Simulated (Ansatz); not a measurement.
Worked example: self-consistent single point of Sr₄Bi₂O (I4mm, 7 atoms in the cell) in Ansatz (an electronic-structure program).

Level of theory: PBEsol, default PAW files made with PBE (plane waves; Ansatz).

```yaml
crystal:
  lattice:
    - [-2.50747, 2.50747, 8.79961]
    - [2.50747, -2.50747, 8.79961]
    - [2.50747, 2.50747, -8.79961]
  atoms:
    - { symbol: Sr, position: [0.83781, 0.83781, 0.00000] }
    - { symbol: Sr, position: [0.17023, 0.17023, 0.00000] }
    - { symbol: Sr, position: [0.99808, 0.49808, 0.50000] }
    - { symbol: Sr, position: [0.49808, 0.99808, 0.50000] }
    - { symbol: Bi, position: [0.63778, 0.63778, 0.00000] }
    - { symbol: Bi, position: [0.36026, 0.36026, 0.00000] }
    - { symbol: O, position: [0.99020, 0.99020, 0.00000] }
```

Reference input (self-consistent single point, DFT, PBEsol, plane waves, default PAW files made with PBE): basis.ecutwfc = 420 eV; kpoints.mp_grid.grid = 3 3 3; hamiltonian.xc = pbesol; hamiltonian.pseudopotentials = {kind: paw} (the program's default PAW files); scf.occupations.method = fermi_dirac; scf.occupations.width = 0.02 eV. This run's input differs from it in these lines:

Ansatz 0.2 input:
```diff
@@ -14,3 +14,3 @@
 basis:
-  ecutwfc: 420.0
+  ecutwfc: 630.0
 kpoints:
```

The program printed (abridged):

```
SCF iter   1: F=—  HF=-39021.803517 eV  |F-HF|=—  |Δ(HF+E_count)|=         —  Δρ=7.63e-3  dr2=1.44e-1  ethr=1.77e-3  ⟨swp⟩=14.0  Hψ=1710  notcnv=0
all-band conjugate gradients solve this SCF's bands
preconditioner: auto → Resta (q_TF=auto, 2.283 Å⁻¹)
SCF iter   2: F=—  HF=-39021.775751 eV  |F-HF|=—  |Δ(HF+E_count)|=   2.78e-2  Δρ=4.12e-3  dr2=2.57e-2  ethr=1.90e-4  ⟨swp⟩=2.8  Hψ=532  notcnv=0  defer=12
   [... lines left out ...]
SCF iter   5: F=—  HF=-39021.769997 eV  |F-HF|=—  |Δ(HF+E_count)|=   1.10e-5  Δρ=6.29e-5  dr2=1.10e-5  ethr=1.70e-7  ⟨swp⟩=2.0  Hψ=467  notcnv=0  defer=13
SCF iter   6: F=—  HF=-39021.769741 eV  |F-HF|=—  |Δ(HF+E_count)|=   2.55e-4  Δρ=2.47e-5  dr2=1.28e-6  ethr=1.45e-8  ⟨swp⟩=2.0  Hψ=477  notcnv=0  defer=13
SCF iter   7: F=—  HF=-39021.769741 eV  |F-HF|=—  |Δ(HF+E_count)|=   1.99e-7  Δρ=6.65e-6  dr2=1.11e-7  ethr=1.68e-9  ⟨swp⟩=2.0  Hψ=317  notcnv=0  defer=13
SCF iter   8: F=-39021.769741 eV  HF=-39021.769741 eV  |F-HF|=1.39e-9  |Δ(HF+E_count)|=   1.71e-8  Δρ=1.11e-6  dr2=6.23e-9  ethr=1.32e-10  ⟨swp⟩=12.5  Hψ=1398  notcnv=0
SCF 1 converged in 8 iterations: F = -39021.769741 eV  dr2 = 6.23e-9
Free energy (F): -39021.769741 eV
Internal energy: -39021.769741 eV  (E = F + TS)
E sigma→0 (E₀):  -39021.769741 eV
Fermi energy:    8.539137 eV
--- Forces (eV/Å), atoms counted from 1 ---
  atom   1  Sr     0.00000000     0.00000000    -0.09280284
  atom   2  Sr    -0.00000000    -0.00000000     0.02263808
  atom   3  Sr     0.00000000     0.00000000     0.05579148
  atom   4  Sr    -0.00000000    -0.00000000     0.05579148
  atom   5  Bi    -0.00000000    -0.00000000    -0.02646291
  atom   6  Bi     0.00000000    -0.00000000     0.08333754
  atom   7  O      0.00000000    -0.00000000    -0.09828780
--- Stress (GPa, compression-positive) ---
       -0.998840       0.000000      -0.000000
        0.000000      -0.998840      -0.000000
       -0.000000      -0.000000      -1.141359
  P = ⅓ Tr σ = -1.0463 GPa (-10.463 kbar)
  The stress holds the Pulay correction. Without it, at fixed plane waves, as pw.x and ABINIT print it: P = -1.0476 GPa
```

The run converged in 8 iterations. Against the reference run the free energy drops by 1.4 meV/atom, the pressure stays at -1.05 GPa, the largest force stays at 0.098 eV/Å and the gap on the mesh stays at 0.902 eV.

The starting cell comes from a database of computed structures (which also holds hypothetical and non-ambient phases and stackings), without a prior relaxation at this level. Its lattice was rescaled by up to half a per cent. One atom was moved a little off its site on purpose. Spin-orbit coupling is off. Ansatz's pressure includes its estimate of the finite-basis (Pulay) stress.
